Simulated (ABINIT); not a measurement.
A self-consistent single point of InO (P6_3mc, 4 atoms in the cell) with ABINIT.

Computed with LDA (PW92), norm-conserving pseudopotentials (PseudoDojo nc-sr-04 LDA standard) (plane waves; ABINIT).

The change in words: lattice scaled by 0.98. Reference geometry:
```
InO
1.0
    3.68983     0.00000     0.00000
   -1.84492     3.19549     0.00000
    0.00000     0.00000     6.08607
In O
2 2
Direct
  0.33333   0.66667   0.00075
  0.66667   0.33333   0.50075
  0.33333   0.66667   0.37426
  0.66667   0.33333   0.87426
```

Reference input (self-consistent single point, DFT, LDA (PW92), plane waves, norm-conserving pseudopotentials (PseudoDojo nc-sr-04 LDA standard)): pseudos = [In.upf, O.upf]; ecut = 1143 eV; ixc = 7; occopt = 3; tsmear = 0.00367493 Ha; ngkpt = 10 10 6; nshiftk = 1; shiftk = 0 0 0; potentials = PseudoDojo nc-sr-04 LDA standard; nband = 25; kptopt = 1; nstep = 50. This run's input differs from it in these lines:

```diff
@@ -5,5 +5,5 @@
 rprim
-         6.9727686749   -0.0000001226    0.0000000000
-        -3.4863842312    6.0385948685    0.0000000000
-         0.0000000000    0.0000000000   11.5010054753
+         6.8333126398    0.0000003304    0.0000000000
+        -3.4166566060    5.9178221728    0.0000000000
+         0.0000000000    0.0000000000   11.2709861217
 natom 4
```

Output, abridged:

```
--- !BeginCycle
solver: {iscf: 7, nstep: 50, nline: 4, wfoptalg: 0, }
tolerances: {tolvrs: 1.00E-11, }
...

     iter   Etot(hartree)      deltaE(h)  residm     vres2
 ETOT  1  -164.69783507050    -1.647E+02 4.933E-01 1.179E+03
 ETOT  2  -164.96593548640    -2.681E-01 6.273E-02 2.038E+03
 ETOT  3  -165.48603813611    -5.201E-01 6.203E-02 7.817E+01
 ETOT  4  -165.50233400594    -1.630E-02 2.533E-03 6.437E+00
 ETOT  5  -165.50339441542    -1.060E-03 1.532E-03 1.161E+00
   [... 3 lines left out ...]
 ETOT  9  -165.50365916623    -7.275E-10 4.958E-04 6.957E-08
 ETOT 10  -165.50365916623    -7.731E-12 3.459E-04 1.905E-08
 ETOT 11  -165.50365916624    -7.446E-12 2.101E-04 5.595E-10
 ETOT 12  -165.50365916624     2.558E-13 2.447E-04 1.504E-12
 At SCF step   12       vres2   =  1.50E-12 < tolvrs=  1.00E-11 =>converged.

 Cartesian components of stress tensor (hartree/bohr^3)
  sigma(1 1)=  7.47274957E-05  sigma(3 2)=  0.00000000E+00
  sigma(2 2)=  7.47274959E-05  sigma(3 1)=  0.00000000E+00
  sigma(3 3)=  6.21511708E-05  sigma(2 1)= -6.82352240E-14

 ----iterations are completed or convergence reached----

 reduced coordinates (array xred) for    4 atoms
       0.333333333333      0.666666666667      0.000750000000
       0.666666666667      0.333333333333      0.500750000000
       0.333333333333      0.666666666667      0.374260000000
       0.666666666667      0.333333333333      0.874260000000
 cartesian forces (eV/Angstrom) at end:
    1     -0.00000000000000    -0.00000000000000    -0.00363121034897
   [... lines left out ...]
 Fermi (or HOMO) energy (hartree) =   0.22921   Average Vxc (hartree)=  -0.40422
 Fermi (or HOMO) energy (eV) =   6.23715   Average Vxc (eV)= -10.99940
   [... lines left out ...]
total_energy        : -1.65503659166242E+02
total_energy_eV     : -4.50358359980722E+03
band_energy         : -7.77940665254847E+00
...

-Cartesian components of stress tensor (GPa)         [Pressure= -2.0752E+00 GPa]
- sigma(1 1)=  2.19855846E+00  sigma(3 2)=  0.00000000E+00
- sigma(2 2)=  2.19855846E+00  sigma(3 1)=  0.00000000E+00
- sigma(3 3)=  1.82855027E+00  sigma(2 1)= -2.00754926E-09

 Calculation completed.
```

The run converged in 12 iterations. Against the reference run the free energy drops by 30.2 meV/atom, the pressure goes from -6.87 to -2.08 GPa and the largest force goes from 0.030 to 0.004 eV/Å.

The starting cell comes from a database of computed structures (which also holds hypothetical and non-ambient phases and stackings), without a prior relaxation at this level. For this run, on top of that: lattice scaled by 0.98. The run gives no clean gap (levels at the Fermi energy touch, overlap or are partly filled at this smearing), which alone does not show that the compound is a metal.

Cost on one core of a shared machine: roughly 3 min.
